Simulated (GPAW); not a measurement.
Variants of one calculation on Sc (P6_3/mmc, 4 atoms in the cell)

```yaml
crystal:
  lattice:
    - [3.33582, 0.00000, 0.00000]
    - [-1.66791, 2.88890, 0.00000]
    - [0.00000, 0.00000, 10.73302]
  atoms:
    - { symbol: Sc, position: [0.00000, 0.00000, 0.00000] }
    - { symbol: Sc, position: [0.00000, 0.00000, 0.50000] }
    - { symbol: Sc, position: [0.33333, 0.66667, 0.25000] }
    - { symbol: Sc, position: [0.66667, 0.33333, 0.75000] }
```

Base run A: LDA (Perdew-Wang 92), GPAW PAW datasets LDA (gpaw-data 1.0.1) in GPAW 25.7.0, self-consistent single point.

Its settings: mode = pw; ecut = 800 eV; xc = LDA; kpts = 7 7 2; mesh shift (steps) = 0 0 0; occupations.name = methfessel-paxton; occupations.width = 0.2 eV; occupations.order = 1; nbands = -12; convergence.density = 1e-05 e/electron; convergence.energy = 1e-05 eV/electron; symmetry.symmorphic = false; symmetry.tolerance = 0.0005; maxiter = 120.

The starting cell was generated: these elements placed on a structure prototype, without a prior relaxation; it need not be a known phase or ordering of this composition. Its lattice was rescaled by a random factor within 2.5 % of one. In the base run, with a pressure of about -7 GPa the cell is away from its equilibrium volume at this level.

ΔF is the free energy per atom less that of run A. A dash stands where there is no value to compare (another energy zero or no entropy term, no result, no spin, no clean gap, or a mesh too coarse for one). Total energies depend on the potentials, the functional and any Hubbard or dispersion term, so they are compared only between runs that share all of them.

```csv
run,change,ΔF (meV/atom),pressure (GPa),k-points,ending
A,base,0.00,-6.82,16,converged
B,convergence.density: 1e-05 e/electron → 7e-07 e/electron; convergence.energy: 1e-05 eV/electron → 2e-10 eV/electron; convergence.eigenstates: default → 2e-14,–,–,16,not converged
C,kpts: 7 7 2 → 9 9 3; occupations.width: 0.2 eV → 0.3 eV,0.00,-6.71,24,converged
D,nbands: -12 → 22,–,–,16,not converged
E,occupations.name: methfessel-paxton → fermi-dirac; occupations.width: 0.2 eV → 0.3 eV; occupations.order: 1 → default,-268.9,-5.21,16,converged
F,xc: LDA → vdW-DF2 (libvdwxc); potentials: GPAW PAW datasets PBE (gpaw-data 1.0.1) [vdW-DF2],–,-1.47,16,converged
G,convergence.density: 1e-05 e/electron → 0.01 e/electron; convergence.energy: 1e-05 eV/electron → 0.05 eV/electron; convergence.eigenstates: default → 0.0004,0.00,-6.84,16,converged
H,mixer.backend: default → fft,0.00,-6.82,16,converged
I,convergence.bands: default → -2,0.00,-6.82,16,converged
```

Run E against A: The free energy drops by 269 meV/atom and the pressure goes from -6.82 to -5.21 GPa.

Run C against A: The free energy is nearly the same (within 1 meV/atom) and the pressure goes from -6.82 to -6.71 GPa.
